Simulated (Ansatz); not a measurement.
We consider C11b MoSi2, described by r²SCAN (PAW; Ansatz, a quantum-chemistry and plane-wave program).

Settings: plane-wave cutoff 560 eV, 24×24×24 k mesh, Fermi–Dirac smearing 0.05 eV, no spin polarisation, scalar-relativistic PAW data made under PBE.

Cell (relaxed at this level):

```yaml
crystal:
  lattice:
    - [-1.60088, 1.60088, 3.90925]
    - [1.60088, -1.60088, 3.90925]
    - [1.60088, 1.60088, -3.90925]
  atoms:
    - { symbol: Si, position: [0.66469, 0.66469, 0.00000] }
    - { symbol: Si, position: [0.33531, 0.33531, 0.00000] }
    - { symbol: Mo, position: [0.00000, 0.00000, 0.00000] }
```

Q: What does this level give for the bulk modulus and pressure derivative B′ of the bulk modulus?

A: 
- bulk modulus: 217 GPa
- pressure derivative B′ of the bulk modulus: 4.5

The run finds no gap.

Measured, for comparison: bulk modulus 222 ± 2 GPa (room temperature, no zero-point or thermal correction, B' = 4; as tabulated in Structural stability of MoSi2 and Mo5Si3 under high pressure, Chin. Phys. B 26 …). Computed (rounded) less measured: bulk modulus -2 %.

Note: the bulk modulus comes from volumes at which shape and atoms were relaxed.
